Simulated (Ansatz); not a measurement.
Consider the following.

```xyz
4
Lattice="3.0390 0.0000 0.0000 -1.5195 2.6639 0.0000 0.0000 0.0000 5.0478" Properties=species:S:1:pos:R:3 pbc="T T T"
Si     0.0000     1.7765     5.0475
Si     1.5195     0.8873     2.5236
C      0.0000     1.7816     1.8932
C      1.5195     0.8823     4.4171
```

No spin polarisation.

The values are results of Ansatz (an electronic-structure program) PBEsol, no spin-orbit coupling, not measurements. Settings: 12×12×7 k-points, 0.05 eV Fermi–Dirac smearing.

Task: What is the computed hole mass?

Result: 0.30 mₑ along x, 2.6 mₑ along y, 1.6 mₑ along z (at Γ).

Task: Predict the pressure (mean of the normal stresses, compression positive).

Result: 2.76 GPa.

Task: What space group does the calculation give?

Result: Cmc2_1 (No. 36).

The levels and masses belong to the bands next to the band gap. The cells carry an imposed strain or load. Effective masses come from finite differences of ±0.01 Å⁻¹. Whether these cells are dynamically stable was not tested. The cell was made from SiC in the wurtzite structure (space group P6_3mc, No. 186) by this change: uniaxial strain ε_xx = −1.20 %.
